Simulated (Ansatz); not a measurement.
Consider the following.

```
CELL_PARAMETERS angstrom
      0.00000     1.81257     1.81257
      1.81108     0.00000     1.81257
      1.81108     1.81257     0.00000
ATOMIC_POSITIONS crystal
  N  0.75000 0.75000 0.75000
  B  0.00000 0.00000 0.00000
```

A single point on BN with a change (uniaxial stress, 0.5 GPa compression along x), its geometry relaxed with PBE.

The values are results of HSE06 (Ansatz, an electronic-structure program, PAW, with spin-orbit coupling), not measurements. Γ-centred 10×10×10 mesh, Fermi–Dirac width 0.01 eV.

Task: Predict the valence-band top at Γ and band gap.

Result: The valence-band top at Γ (three highest Kramers pairs, from the VBM) comes out as 0.00, -0.01, -0.03 eV and the band gap comes out as 5.76 eV.

Single points use the geometry relaxed with PBE. HSE06 was sampled on its mesh, a few special points and the semilocal edge points, so its gap is an upper bound. Load acts through the strain it causes; cell and atoms are relaxed under it. Beyond what the load breaks, stability against distortions was not tested. The cell was made from BN in the zinc blende structure (space group F-43m, No. 216) by this change: uniaxial stress, 0.5 GPa compression along x.
